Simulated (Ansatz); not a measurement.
The parent structure is BP in the zinc blende structure (space group F-43m, No. 216; a = 4.537 Å).

Method: r2SCAN (Ansatz, an electronic-structure program, PAW, without spin-orbit coupling).

For the base:

- Band gap = 1.41 eV
- Gap character = indirect, Γ → Γ–X (83 % along)

It is then changed as follows: the cell is scaled by 1.0054 in all directions; the atoms relax in the strained cell.

Problem. What happens to the band gap?

Solution. The band gap grows by 0.02 eV, from 1.41 eV to 1.43 eV.

Problem. Estimate the effect on the gap character.

Solution. The gap character stays indirect, Γ → Γ–X (83 % along).

Whether these cells are dynamically stable was not tested.
